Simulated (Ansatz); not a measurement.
A periodic model of amorphous In₂₄O₃₀:

```xyz
54
Lattice="9.9439 0.3116 -0.5092 0.3116 9.4560 -0.2657 -0.5092 -0.2657 8.7386" Properties=species:S:1:pos:R:3 pbc="T T T"
In     8.2072     9.0882     7.1159
In     7.6209     2.7761     1.6504
In     0.2974     0.3288     5.3342
In     0.9154     2.9705     2.6248
In     5.4866     2.0544     7.7668
In     6.4660     1.0143     4.6097
In     4.7924     5.8508     2.8283
In     5.9000     8.4730     0.7482
In     2.2138     6.9642     1.3391
In     2.0344     0.1152     8.0633
In     1.1926     3.6890    -0.0579
In     7.8632     7.3161     4.2565
In     9.5128     9.1552     1.7179
In     2.0638     6.5071     4.6673
In     8.4466     5.9336     1.1932
In     5.3419     4.1080     4.9206
In     8.8243     4.1510     4.7056
In     4.3051     2.5438     1.7791
In    -0.0906     6.3762     7.3182
In     4.5728     8.3314     6.0283
In     3.3398     9.4226     3.1360
In     7.0053     5.4527     7.4177
In     3.6452     5.6403     7.5894
In     2.6233     2.5690     5.6222
O      9.1855     4.5167     6.7917
O      8.6336     9.3441     3.7185
O      1.3612     8.4381     3.5523
O      7.1111     2.8957     3.8933
O      2.7461     2.1326     3.3486
O      4.7921     2.1335     5.5574
O      3.1088     4.7021     5.6327
O      5.4185     6.9675     7.4964
O      5.3014     4.1650     7.2823
O     -0.0797     6.0754     5.1430
O      6.5959     8.5991     5.3968
O      4.4332     6.7779     0.9646
O      5.0911     0.4515     2.7112
O      0.5038     2.4518     4.9297
O      2.6254     9.0477     1.0451
O      6.9692     6.9852     2.3667
O      2.1614     2.2735     7.7297
O      9.4778     1.7122     1.7307
O      1.5919     5.4220     8.3300
O      2.6680     7.3837     6.6520
O      7.2313     1.4987     6.7259
O      7.1034     5.4821     5.2467
O      4.0758     7.5458     4.0519
O      2.4964     5.5291     2.8374
O      2.5671     0.3853     5.6549
O      0.0399    -0.1035     7.3525
O      9.0287     4.4418     2.5574
O      7.8436     9.2606     0.3372
O     10.0317     7.3213     0.8551
O      4.2730     0.1940     8.1542
```

Calculation: PBE, scalar-relativistic without spin-orbit coupling (plane waves to 420 eV, PAW; Ansatz, a quantum-chemistry and plane-wave program). The usual formal charges leave 12 electrons over, so the level spacing at the Fermi energy parts defect or band states and needn't be the band gap.

A CHGNet melt-quench gave the starting glass, which DFT then relaxed. O atoms were pushed apart under 1.9 Å during the dynamics, to hinder bonds among them. The hot cell started wider than the set density and was brought back towards it in steps. It is the lowest in DFT energy of 2 quenches. It is a model cell: composition and starting density were chosen by hand, and all elements were melted together. No dispersion term was used. Its density started from a set value of 7.22 and ended at 6.57 g/cm³. The quench (nominally 320 K/ps over its main leg) was far faster than any real one, so the model tends to hold more defects than a real film. A cell of this size samples the disorder only roughly. Volume and shape were free in the relaxation.

Bonds are counted up to In-In 3.12 Å, In-O 2.64 Å, O-O 1.58 Å. Two cations that share two anions don't count as bonded, nor two that share one unless they lie closer than In-In 3.04 Å.

Q: Give the coordination numbers, mean bond lengths and angles.

A: 
* **Mean coordination of In by anions**: 4.71 (1 with 2, 4 with 3, 5 with 4, 5 with 5, 9 with 6); 10 close contacts or bonds to cations besides
* **Mean coordination of O**: 3.77 (8 with 3, 21 with 4, 1 with 5)
* **Mean In-O bond**: 2.232 Å (spread 0.100 Å, 113 counted)
* **Mean In-In close contact**: 2.861 Å (spread 0.149 Å, 5 counted)
* **Bond angle at In**: mean 104.9°, spread 28.2°
* **Bond angle at O**: mean 109.2°, spread 15.4°

Q: List the pairs of like atoms that count as bonded by the rules above.

A: In1-In19 (2.93 Å), In2-In5 (3.12 Å), In4-In11 (2.79 Å), In7-In16 (2.78 Å), In15-In22 (2.69 Å).
